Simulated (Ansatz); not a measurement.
Base system: Zr in the hcp (Mg type) structure (space group P6_3/mmc, No. 194; relaxed with 0.1 eV smearing).

```xyz
2
Lattice="3.2443 0.0000 0.0000 -1.6222 2.8097 0.0000 0.0000 0.0000 5.1580" Properties=species:S:1:pos:R:3 pbc="T T T"
Zr     0.0000     1.8731     3.8685
Zr     1.6222     0.9366     1.2895
```

Cartesian axes are those of the cell as printed.

Method: r2SCAN, PAW, 500 eV (Ansatz, a quantum-chemistry and plane-wave program; no SOC).

Base values:

The band gap is zero. The volume per atom is 23.51 Å³.

The change: uniaxial stress, 0.5 GPa compression along x, with the cell and atoms free to relax against it.

### Question
Estimate the effect on the band gap, volume per atom and energy relative to the base.

### Answer
The band gap remains zero; the volume per atom falls by 0.04 Å³, from 23.51 Å³ to 23.47 Å³; the energy is nearly the same.

Load acts through the strain it causes; cell and atoms are relaxed under it. Beyond what the load breaks, stability against distortions was not tested. The final runs are not spin-polarised.
